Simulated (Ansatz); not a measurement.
## What biaxial strain +2.57 %, plane normal [001], relaxed out of plane does to GaAs

The parent structure is GaAs in the zinc blende structure (space group F-43m, No. 216; a = 5.659 Å). Axes: x, y, z lie along the cube axes.

The change: biaxial strain +2.57 %, plane normal [001], relaxed out of plane (Cartesian); in-plane vectors clamped, the third vector and the atoms free.

Level of theory: PBEsol (Ansatz, a first-principles code), without spin-orbit coupling, earlier PAW set. Γ-centred 10×10×10 mesh, Fermi–Dirac width 0.05 eV.

```csv
quantity,base,changed,shift
volume per atom,22.66 Å³,23.28 Å³,+0.62 Å³
space group,F-43m (No. 216),I-4m2 (No. 119),–
shortest interatomic distance,2.451 Å,2.474 Å,+0.0235 Å
energy relative to the base (free energy F),0 meV/atom,+10 meV/atom,+10 meV/atom
"pressure (mean of the normal stresses, compression positive)",0.0 GPa,-1.8 GPa,-1.8 GPa
band gap,0.42 eV,zero,–
out-of-plane strain (rough),–,-2.34 %,–
mean in-plane stress (compression positive) (rough),–,-2.7 GPa,–
```

Cost of the whole job for the changed cell (relaxation, final SCF and bands): about 60 core-seconds (a rough figure).

Without a gap, meshes like the base's 10×10×10 leave anisotropic stresses uncertain by several tenths of a GPa, and small strain energies with them. Whether these cells are dynamically stable was not tested. All final runs are without spin polarisation. Gaps under 0.05 eV, about the width of the smearing, are given as zero. A zero or small gap of GaAs under biaxial strain +2.57 %, plane normal [001], relaxed out of plane can be the functional's error rather than a property of the material.
